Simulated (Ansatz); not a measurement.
The reference is BeS in the zinc blende structure (space group F-43m, No. 216).

```
CELL_PARAMETERS angstrom
      0.00000     2.43431     2.43431
      2.43431     0.00000     2.43431
      2.43431     2.43431     0.00000
ATOMIC_POSITIONS crystal
  Be 0.00000 0.00000 0.00000
  S  0.25000 0.25000 0.25000
```

Cartesian axes are those of the cell as printed.

The values are results of r2SCAN (Ansatz, a first-principles code, PAW, without spin-orbit coupling), not measurements.

Before the change:

The valence-band top at Γ comes out as 0.00, 0.00, 0.00 eV, the electron mass is 0.79 mₑ along k, 0.29 mₑ across (at X) and the band gap is 3.59 eV.

The change: uniaxial strain ε_zz = +3.00 %, all other strain components held at zero, atoms relaxed at fixed cell.

What happens to the stress?

The stress (xx, yy, zz, yz, xz, xy; compression positive) amounts to (-1.71, -1.71, -4.78, 0.00, 0.00, 0.00) GPa.

What does the calculation give for the valence-band top at Γ after the change?

The valence-band top at Γ (three highest levels, from the VBM) changes from 0.00, 0.00, 0.00 eV to 0.00, 0.00, -0.17 eV.

How does this affect the electron mass?

The electron mass changes from 0.79 mₑ along k, 0.29 mₑ across (at X) to 0.78 mₑ along k, 0.29 mₑ across (at X).

What happens to the band gap?

The band gap decreases by 0.07 eV to 3.52 eV.

Masses are band curvatures over ±0.01 Å⁻¹ around the edge. Along k means along the line from Γ to the band edge. Whether these cells are dynamically stable was not tested.
